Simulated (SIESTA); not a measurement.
Variants of one calculation on MgV4O10 (P-1, 15 atoms in the cell)

```
MgV4O10
1.0
    5.06757     0.00000     0.00000
   -0.95163     5.28344     0.00000
   -2.38662    -2.09674     7.18874
Mg V O
1 4 10
Direct
  0.50000   0.00000   0.50000
  0.66095   0.59409   0.70544
  0.33905   0.40591   0.29456
  0.83462   0.77547   0.18396
  0.16538   0.22453   0.81604
  0.64165   0.35127   0.45274
  0.35835   0.64873   0.54726
  0.88778   0.94064   0.68518
  0.11222   0.05936   0.31482
  0.30742   0.22941   0.04824
  0.69258   0.77059   0.95176
  0.55703   0.74754   0.28038
  0.44297   0.25246   0.71962
  0.02103   0.48741   0.80125
  0.97897   0.51259   0.19875
```
Moments meant for the start (each program seeds them in its own way; μB, in the order of the atoms Mg V V V V O O O O O O O O O O): 0.0 2.0 2.0 0.0 0.0 0.0 0.0 0.0 0.0 0.0 0.0 0.0 0.0 0.0 0.0.

Base run A: GGA PBEsol, numerical atomic orbitals DZP, PseudoDojo PBEsol standard norm-conserving potentials (rewritten from UPF to PSML) run with SIESTA 5.4.2, self-consistent single point.

Its settings: XC.functional = GGA; XC.authors = PBEsol; potentials = PseudoDojo PBEsol standard; PAO.BasisSize = DZP; PAO.EnergyShift = 0.01 Ry; MeshCutoff = 300 Ry; kgrid.MonkhorstPack = 5 4 3; OccupationFunction = MP; OccupationMPOrder = 0; ElectronicTemperature = 10 meV; Spin = polarized; MaxSCFIterations = 150; SCF.Mixer.Method = Broyden; SCF.Mixer.Weight = 0.1; SCF.Mixer.History = 6; SCF.DM.Tolerance = 1.0E-05.

The starting cell comes from a database of computed structures (which also holds hypothetical and non-ambient phases and stackings), without a prior relaxation at this level. The magnetic order is the one reached from the typed start; others were not searched systematically. Values carry the incompleteness of an atom-centred basis. In the base run, with a pressure of about -11 GPa the cell is away from its equilibrium volume at this level.

ΔF is the free energy per atom less that of run A. A dash stands where there is no value to compare (another energy zero or no entropy term, no result, no spin, no clean gap, or a mesh too coarse for one). Total energies depend on the potentials, the functional and any Hubbard or dispersion term, so they are compared only between runs that share all of them.

Run A gave: pressure (GPa) -10.55; largest force (eV/Å) 0.956; size of the net moment (μB/atom) 0.13; k-points 32; basis size 215.

Runs:
- B: DFTU.ProjectorGenerationMethod: default → 2; DFTU.CutoffNorm: default → 0.9; DFTU.FirstIteration: default → true; DFTU.proj: default → [V 1, n=3 2, 2.00 0.00, 0.00 0.00] [GGA PBEsol+U]
- C: kgrid.MonkhorstPack: 5 4 3 → 7 6 5
- D: SCF.DM.Tolerance: 1.0E-05 → default; SCF.DM.Converge: default → false; SCF.H.Converge: default → false; SCF.FreeE.Converge: default → true; SCF.FreeE.Tolerance: default → 1.0E-10 eV
- E: ElectronicTemperature: 10 meV → 500 meV
- F: parallel starting moments
- G: MeshCutoff: 300 Ry → 75 Ry
- H: MaxSCFIterations: 150 → 300; SCF.Mixer.Weight: 0.1 → 0.3
- I: Diag.Algorithm: default → divide-and-conquer
- J: PAO.BasisSize: DZP → SZ

**Question.** What does run E change against A?

**Answer.** The free energy falls by 15.3 meV/atom, the pressure goes from -10.55 to -10.40 GPa, the largest force goes from 0.956 to 0.772 eV/Å and the size of the net moment stays at 0.13 μB/atom.

**Question.** What does run G change against A?

**Answer.** The free energy falls by 38.7 meV/atom, the pressure goes from -10.55 to -9.63 GPa, the largest force goes from 0.956 to 1.119 eV/Å and the size of the net moment stays at 0.13 μB/atom.

| run | ΔF (meV/atom) | pressure (GPa) | largest force (eV/Å) | size of the net moment (μB/atom) | k-points | basis size |
|---|---|---|---|---|---|---|
| A | 0.00 | -10.55 | 0.956 | 0.13 | 32 | 215 |
| B | – | -8.65 | 0.700 | 0.13 | 32 | 215 |
| C | 0.07 | -10.54 | 0.965 | 0.13 | 108 | 215 |
| D | 0.00 | -10.55 | 0.956 | 0.13 | 32 | 215 |
| E | -15.3 | -10.40 | 0.772 | 0.13 | 32 | 215 |
| F | 0.00 | -10.55 | 0.956 | 0.13 | 32 | 215 |
| G | -38.7 | -9.63 | 1.119 | 0.13 | 32 | 215 |
| H | 0.00 | -10.55 | 0.956 | 0.13 | 32 | 215 |
| I | 0.00 | -10.55 | 0.956 | 0.13 | 32 | 215 |
| J | – | -19.53 | 1.883 | 0.13 | 32 | 85 |
